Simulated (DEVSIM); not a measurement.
System: illuminated Si p-on-n cell, one wavelength, at 300 K.

Layer 1 from the left is Si, thickness (μm) 0.310, Na (cm⁻³) 1.1e19, τn (s) 1.5e-5, τp (s) 4.9e-7, absorption coefficient (cm⁻¹) 25000. Layer 2 from the left is Si, thickness (μm) 26.0, Nd (cm⁻³) 5.9e15, τn (s) 2.9e-5, τp (s) 2.9e-5, absorption coefficient (cm⁻¹) 25000.

Left contact: ohmic, minority electron recombination velocity 4e5 cm/s. Right contact: ohmic, minority hole recombination velocity 20 cm/s. Voltage is applied to the left contact. Recombination: SRH at mid-gap, radiative, Auger. Gap narrowing is on: ΔEg = 6.92 meV × (l + √(l² + 0.5)), l = ln(N/1.3e17 cm⁻³), shared equally by both band edges. Light enters at the left, 5e17 photons cm⁻² s⁻¹, one pass, no reflection. Mobility is constant in doping.

Constants are typed, rounded textbook-type inputs, not results; the design itself was drawn at random and stands for no fabricated device. Values at 300 K.

Si: gap (eV) 1.124, affinity (eV) 4.05, permittivity 11.7, Nc (cm⁻³) 2.86e19, Nv (cm⁻³) 3.1e19, μn (cm²/Vs) 1417, μp (cm²/Vs) 470, B (cm³/s) 4.7e-15, Cn (cm⁶/s) 2.8e-31, Cp (cm⁶/s) 9.9e-32.

Model (solved in DEVSIM): 1D drift-diffusion, Boltzmann statistics, complete ionisation; no tunnelling, impact ionisation, image-force lowering or self-heating.

Dark forward current:

| |V| (V) | |J| (A/cm²) |
|---|---|
| 0.05 | 2.306e-10 |
| 0.10 | 9.718e-10 |
| 0.15 | 4.005e-9 |
| 0.20 | 1.932e-8 |
| 0.25 | 1.095e-7 |
| 0.30 | 6.896e-7 |
| 0.35 | 4.578e-6 |
| 0.40 | 3.112e-5 |
| 0.45 | 0.0002137 |
| 0.50 | 0.001473 |
| 0.55 | 0.01016 |
| 0.60 | 0.06977 |
| 0.65 | 0.4664 |
| 0.70 | 2.924 |
| 0.75 | 16.46 |
| 0.80 | 79.15 |
| 0.85 | 318.2 |
| 0.90 | 1076 |
| 0.95 | 3048 |

Q: Work out the local ideality factor n = ΔV / (kT/q · ln(J2/J1)) between the rows 0.15 and 0.20 V, 0.50 and 0.55 V, 0.90 and 0.95 V.

A: kT/q = 25.85 mV. From 0.15 to 0.20 V: ln(1.932e-8/4.005e-9) = 1.574, n = 1.23. From 0.50 to 0.55 V: ln(0.01016/0.001473) = 1.931, n = 1.00, near the 1 of diffusion or emission over a barrier. From 0.90 to 0.95 V: ln(3048/1076) = 1.041, n = 1.86.

Q: What current could the absorbed light give at most, and what share is collected?

A: Σ αd = 65.8, so qΦ(1 − exp(−Σ αd)) = 80.1 mA/cm². The simulated short-circuit current is 73.73 mA/cm², a share of 0.92.

Q: Estimate the open-circuit voltage by superposition: the voltage at which the dark current equals that short-circuit current.

A: Interpolating ln J in the table gives 0.601 V. The simulation gives 0.601 V, the same within the digits that matter. Superposition holds where collection doesn't change with voltage.

Q: Estimate the fill factor from FF0 = (v − ln(v + 0.72))/(v + 1), v = qVoc/(nkT), with n from the dark curve.

A: The rows about Voc, 0.60 and 0.65 V, give n = 1.02, so v = 22.8 and FF0 = 0.826. The simulation gives 0.827, the same within the digits that matter.
